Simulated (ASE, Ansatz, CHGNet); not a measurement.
## Fluorite PtAl2, equilibrium lattice constant a

Reference value: 5.91 Å (measured, temperature not stated, copied from a table, unchecked, not corrected to a static lattice; as tabulated in Crystal Structures 1, 239 (1963)).

```tsv
level (code)	value (Å)
EMT (ASE)	6.329
CHGNet-r²SCAN	5.900
LDA (Ansatz)	[?]
PBE (Ansatz)	5.946
PBEsol+SOC (Ansatz)	5.889
PBE-D3(BJ) (Ansatz)	[?]
r²SCAN (Ansatz)	5.904
r²SCAN+SOC (Ansatz)	5.896
B3LYP (VWN-RPA form) (Ansatz)	[?]
PBE0 (Ansatz)	5.905
r²SCANh (Ansatz)	5.894
Hartree–Fock (Ansatz)	[?]
```

Problem. Some entries are withheld; supply them.

Solution. 
- LDA (Ansatz, a program for electronic structure), value (Å): 5.853
- PBE-D3(BJ) (Ansatz), value (Å): 5.885
- B3LYP (VWN-RPA form) (Ansatz), value (Å): 5.958
- Hartree–Fock (Ansatz), value (Å): 5.971

Differences against the reference: EMT +7.09 %, CHGNet-r²SCAN -0.17 %, LDA -0.96 %, PBE +0.61 %, PBEsol+SOC -0.36 %, PBE-D3(BJ) -0.42 %, r²SCAN -0.10 %, r²SCAN+SOC -0.24 %, B3LYP (VWN-RPA form) +0.81 %, PBE0 -0.08 %, r²SCANh -0.27 %, Hartree–Fock +1.03 %.

The reference's temperature isn't stated, so close values are not ranked against it. Off by more than 2.50 %, or 3.50 % on the side where a correction would as a rule narrow the miss (bounds picked here): EMT (+7.09 %).

The reference isn't brought to a static lattice, while the calculations are for one, so the differences are not the levels' errors alone. A static lattice is as a rule a little smaller than the measured one. The crystal itself was run without spin with LDA, PBE, PBE-D3(BJ), r²SCAN, B3LYP (VWN-RPA form), PBE0, r²SCANh, Hartree–Fock; a magnetic state was not tried in these runs. Density-functional levels without +SOC have no spin–orbit coupling. Cutoffs and k meshes differ between the levels. Ansatz's density-functional and Hartree–Fock values are scalar-relativistic unless marked +SOC, with PAW data made under PBE.

Empirical potentials (EMT) are fitted to chosen data: where that held the value shown, agreement is built in, and what lay outside the fit can be far off. Machine-learned potentials (CHGNet-r²SCAN) are trained on DFT data: a solid inside that data is no test of them.

Differences are worked out from the printed values.
